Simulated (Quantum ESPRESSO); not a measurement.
# Equation of state of cubic perovskite BaHfO3 (space group 221): energy against volume (Quantum ESPRESSO, LDA)

```yaml
crystal:
  lattice:
    - [4.00782, 0.00000, 0.00000]
    - [0.00000, 4.00782, 0.00000]
    - [0.00000, 0.00000, 4.00782]
  atoms:
    - { symbol: Ba, position: [0.00000, 0.00000, 0.00000] }
    - { symbol: Hf, position: [0.50000, 0.50000, 0.50000] }
    - { symbol: O, position: [0.50000, 0.00000, 0.50000] }
    - { symbol: O, position: [0.00000, 0.50000, 0.50000] }
    - { symbol: O, position: [0.50000, 0.50000, 0.00000] }
```

Computed with LDA (PZ), GBRV 1.5 ultrasoft (LDA) pseudopotentials (plane waves; Quantum ESPRESSO 7.5). Settings: ecutwfc = 52 Ry; ecutrho = 416 Ry; occupations = smearing; smearing = fermi-dirac; degauss = 0.000734986 Ry; potentials = {Ba: ba_lda_v1.uspp.F.UPF, Hf: hf_lda_v1.uspp.F.UPF, O: o_lda_v1.2.uspp.F.UPF}; K_POINTS = automatic 8 8 8 0 0 0; conv_thr = 1e-10 Ry; mixing_beta = 0.3. The cell above is the first row's. The rows scale it uniformly. In all rows fractional positions and the k mesh are held. E is the free energy at the stated smearing, counted from the lowest row.

| V (Å^3/atom) | E (meV/atom) |
|---|---|
| 12.875 | ? |
| 13.155 | 35.23 |
| 13.435 | 15.59 |
| 13.715 | 4.15 |
| 13.995 | 0.00 |
| 14.275 | 2.43 |
| 14.555 | 10.75 |
| 14.834 | 24.32 |
| 15.114 | 42.63 |

Taking the third-order Birch-Murnaghan form, a cubic in V^(-2/3) for E over the 8 complete rows: With u = V^(-2/3) - 0.171, the rows have u = 0.008448, 0.005946, 0.003530, 0.001194, -0.001065, -0.003252, -0.005362, -0.007414. Least squares gives E = 0.504 - 1156.81·u + 616551·u² + 822266·u³. Residuals (row less fit): 0.001, -0.007, 0.011, -0.003, -0.004, -0.008, 0.013, -0.006; standard error 0.011 (degrees of freedom: 4). Its minimum lies at u = 0.000936, so V0 = (0.171936)^(-3/2) = 14.03. There d²E/du² = 1238000 and d³E/du³ = 4934000, so B0 = (4/9) × 14.03^(-7/3) × 1238000 × 0.160218 = 186 GPa (the last factor turns the table's units into GPa), and B0' = 4 + (2/3) × 0.171936 × (4934000)/1238000 = 4.5. The program's pressures in the fitted runs (not shown) pass through zero at V = 14.01, 0.12 % from this V0.

Q: Estimate the missing E (V = 12.875); what did the run itself give?

A: u = 0.011041, so E = 0.504 - 1156.81 × 0.011041 + 616551 × 0.011041² + 822266 × 0.011041³ = 63.998 meV/atom. The calculation gives 63.96 meV/atom, 0.038 meV/atom below the prediction (0.1 % of the range of E in the table). The row lies outside the fitted rows, so this is an extrapolation. From the scatter of the fitted rows alone, a prediction at this place has a standard error of 0.032 meV/atom, so the miss is 1.2 times that.

Carrying the step between the two nearest rows on in a straight line would have given 54.87, off by 9.09; series whose last step already gives the withheld value aren't shown. The scan was laid around a cell of about the measured size, scaled by a guess for this functional. The runs keep the symmetry of the cell, so they don't test it for distortions. Spin-orbit coupling is off. Cutoffs and mesh are single choices, not tested for convergence of this quantity. Series with a scatter that would blur these digits, or in which a gap closes, are not shown. Nor are scans whose minimum lies at an end fitted in this form.
